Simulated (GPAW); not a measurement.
**Variants of one calculation on SnTe3 (Fm-3m, 4 atoms in the cell)**

```
CELL_PARAMETERS angstrom
      0.00000     3.94694     3.94694
      3.94694     0.00000     3.94694
      3.94694     3.94694     0.00000
ATOMIC_POSITIONS crystal
  Sn 0.00000 0.00000 0.00000
  Te 0.25000 0.25000 0.25000
  Te 0.75000 0.75000 0.75000
  Te 0.50000 0.50000 0.50000
```

Base run A: GPAW with LDA (Perdew-Wang 92), GPAW PAW datasets LDA (gpaw-data 1.0.1), self-consistent single point.

Its settings: mode = pw; ecut = 550 eV; xc = LDA; kpts = 7 7 7; mesh shift (steps) = 0 0 0; occupations.name = fermi-dirac; occupations.width = 0.1 eV; nbands = -12; convergence.density = 1e-05 e/electron; convergence.energy = 1e-05 eV/electron; symmetry.symmorphic = false; symmetry.tolerance = 0.0005; maxiter = 150.

The starting cell comes from a database of computed structures (which also holds hypothetical and non-ambient phases and stackings), without a prior relaxation at this level. Its lattice was rescaled by a random factor within 2.5 % of one. In the base run, with a pressure of about -6 GPa the cell is away from its equilibrium volume at this level. The run gives no clean gap (levels at the Fermi energy touch, overlap or are partly filled at this smearing), which alone does not show that the compound is a metal.

A dash stands where there is no value to compare (another energy zero or no entropy term, no result, no spin, no clean gap, or a mesh too coarse for one). 

Run A gave: pressure (GPa) -6.43.

Runs:
- B: xc: LDA → revPBE; dispersion: default → d3; potentials: GPAW PAW datasets revPBE (gpaw-data 1.0.1) [revPBE-D3(0)]
- C: xc: LDA → revPBE; dispersion: default → d4; potentials: GPAW PAW datasets revPBE (gpaw-data 1.0.1) [revPBE-D4]

What does run B change against A?

The pressure goes from -6.43 to -0.55 GPa.

What does run C change against A?

The pressure goes from -6.43 to -3.83 GPa.

```tsv
run	pressure (GPa)	dispersion energy (eV/atom)
A	-6.43	–
B	-0.55	-0.451
C	-3.83	-0.803
```
